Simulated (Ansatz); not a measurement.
W on the Ru site (W_Ru) in hcp Ru

These are PBE, PAW (plane waves to 420 eV; Ansatz, an electronic-structure program) values and carry that method's errors. Cell and caveats: 48-site cell; 4×4×4 shifted k-points; start: the Ru site; no spin–orbit coupling; not converged in cell size; the relaxation kept the symmetry of the starting site; flagged in the runs: a host that isn't quite at rest in this cell.

Neighbours after relaxation, in Å: of the W atom: Ru 2.67, Ru 2.67, Ru 2.67, Ru 2.67, Ru 2.67, Ru 2.67, Ru 2.73, Ru 2.73 (the shell may go on).

Formation energies E_f are those of the neutral cell. Chemical conditions: host crystal and elements as references (Δμ(Ru) = 0.00 eV, Δμ(W) = 0.00 eV; W taken from its element, since no compound that bounds it was computed at this level; only phases computed here count, gases as isolated molecules at 0 K). Reference phases: Ru: hcp Ru, W: bcc W.

```csv
charge,moment (μB),largest move off a lattice site (Å),"E_f, host crystal and elements as references (eV)"
0,not spin-polarised,0.01,-0.24
```

Flagged in the runs: a host that isn't quite at rest in this cell.

All states together cost very roughly 28 core-minutes.
